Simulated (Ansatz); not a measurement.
Take Cu in the diamond structure (space group Fd-3m, No. 227; a = 5.351 Å; a hypothetical phase, not in the database extracts checked) as the base.

(Cell as relaxed with PBE.)

Levels (all Ansatz, a first-principles code, PAW): PBE (420 eV, without spin-orbit coupling); PBEsol (420 eV, no spin-orbit coupling).

Each level relaxes its own structure.

```csv
base,PBE,PBEsol
volume per atom,19.16 Å³,17.89 Å³
lattice parameter a,5.351 Å,5.231 Å
band gap,zero,zero
```

Perturbation: cell and atoms relaxed at a pressure of 1.5 GPa.

```tsv
quantity	PBE	PBEsol
lattice parameter a	5.306 Å	5.194 Å
band gap	zero	zero
```

PBE's lattice parameter a lies 0.112 Å above PBEsol's (2.1 %); the two agree on the band gap. Neither level is exact; PBEsol is the comparison here, not a measurement.

Load acts through the strain it causes; cell and atoms are relaxed under it. Whether these cells are dynamically stable was not tested. The final runs are not spin-polarised.
